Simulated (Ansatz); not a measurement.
A set of cells, compared by their band gap.

Cell A: Ag (fcc, Fm-3m), 1 atom in the cell, k-point mesh 26×26×26 on the run's own vectors.
```yaml
crystal:
  lattice:
    - [0.00000, 2.07380, 2.07380]
    - [2.07380, 0.00000, 2.07380]
    - [2.07380, 2.07380, 0.00000]
  atoms:
    - { symbol: Ag, position: [0.00000, 0.00000, 0.00000] }
```

Cell B: AgCl (rock salt, Fm-3m), 2 atoms in the cell, k-point mesh 10×10×10 on the run's own vectors.
```yaml
crystal:
  lattice:
    - [0.00000, 2.80601, 2.80601]
    - [2.80601, 0.00000, 2.80601]
    - [2.80601, 2.80601, 0.00000]
  atoms:
    - { symbol: Ag, position: [0.50000, 0.50000, 0.50000] }
    - { symbol: Cl, position: [0.00000, 0.00000, 0.00000] }
```

All numbers come from Ansatz (an electronic-structure program), plane waves with PAW, its default PAW set, cutoff 420 eV. The structures are at rest with PBE. Neutral cells; Fermi-Dirac smearing of at most 0.10 eV in the solids, energies taken to zero width. Spin-orbit coupling is left out. A dispersion term ran beside these levels; it doesn't touch the electrons. Gaps are highest filled to lowest empty Kohn-Sham level on the run's k-point mesh, states of defects and surfaces included; edges off the mesh make the true gap smaller, and under 0.08 eV counts as none.

**Question.** What does PBE give for the band gap of each cell (eV)?

**Answer.** 
```
system              PBE
------  ---------------
A                  none
B       0.92 (indirect)
```

With PBE the value of B exceeds that of A by 0.92 eV.
